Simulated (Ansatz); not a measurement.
AlB2-type ScB2 was calculated with r²SCAN+rVV10 (Ansatz, a quantum-chemistry and plane-wave program, plane waves, PAW).

Run with plane-wave cutoff 500 eV, 18×18×12 k mesh (along the axes of the cell as run), Fermi–Dirac smearing 0.05 eV, scalar-relativistic PAW data made under PBE.

Computed at the level's own relaxed cell.

### Question
What does this level give for the volume per atom, lattice constant a and lattice parameter c?

### Answer

* **volume per atom**: 10.01 Å³/atom
* **lattice constant a**: 3.140 Å
* **lattice parameter c**: 3.518 Å

The run finds no gap.

Static lattice: no zero-point or thermal effects.

It cost about 29 core-seconds (a rough figure) of CPU time.
